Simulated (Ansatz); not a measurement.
## Pressure series in CdSe

The parent structure is CdSe in the zinc blende structure (space group F-43m, No. 216).

```cif
data_CdSe
_chemical_formula_sum 'Cd1 Se1'
_space_group_name_H-M_alt 'P 1'
_space_group_IT_number 1
_cell_length_a 4.24792
_cell_length_b 4.24792
_cell_length_c 4.24792
_cell_angle_alpha 60.000
_cell_angle_beta 60.000
_cell_angle_gamma 60.000
loop_
_space_group_symop_operation_xyz
  'x, y, z'
loop_
_atom_site_label
_atom_site_type_symbol
_atom_site_fract_x
_atom_site_fract_y
_atom_site_fract_z
_atom_site_occupancy
Cd1 Cd 0.00000 0.00000 0.00000 1
Se1 Se 0.25000 0.25000 0.25000 1
```

Cell and atoms are relaxed at each pressure.

Calculations: Kohn–Sham DFT with the LDA functional, run in Ansatz (a quantum-chemistry and plane-wave program) with PAW and 420 eV plane waves, without spin-orbit coupling.

Two rows of this table had their results exchanged by mistake.

| pressure | volume per atom (Å³) | shortest distance (Å) | band gap |
|---|---|---|---|
| pressure −2 GPa | 28.15 | 2.634 | 0.33 eV |
| pressure −1 GPa | 27.60 | 2.617 | 0.37 eV |
| pressure 0.9 GPa | 26.70 | 2.588 | 0.43 eV |
| pressure 2.1 GPa | 26.21 | 2.573 | 0.47 eV |
| pressure 4.5 GPa | 25.36 | 2.544 | 0.54 eV |
| pressure 9 GPa | 24.09 | 2.501 | 0.63 eV |
| pressure 15 GPa | 20.63 | 2.375 | 0.89 eV |
| pressure 22.5 GPa | 21.58 | 2.411 | 0.83 eV |
| pressure 30 GPa | 22.81 | 2.456 | 0.73 eV |

Q: Which two?

A: The rows for pressure 15 GPa and pressure 30 GPa: the volume has to fall steadily with pressure, so 22.81 Å³ belongs to pressure 15 GPa and 20.63 Å³ to pressure 30 GPa.

Load acts through the strain it causes; cell and atoms are relaxed under it. No phonon test of stability was made. Tetrahedral semiconductors of this kind turn to denser phases somewhere between about 1 and 50 GPa; those were not computed, so compressed cells here can lie past the real transition.
